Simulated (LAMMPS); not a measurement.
System: a free-standing liquid film of CdTe with 25 % of Te sites Se, 2592 atoms, at 1670 K.

Model: classical MD, pair style sw, file CdTeZnSeHgS0.sw, run in LAMMPS.

Problem. Give the surface tension, the number density in the middle, the excess potential energy of the surface as this potential yields it.

Solution. surface tension: 0.13 ± 0.01 N/m; number density in the middle: 0.0278 Å⁻³; excess potential energy of the surface: 0.32 J/m².
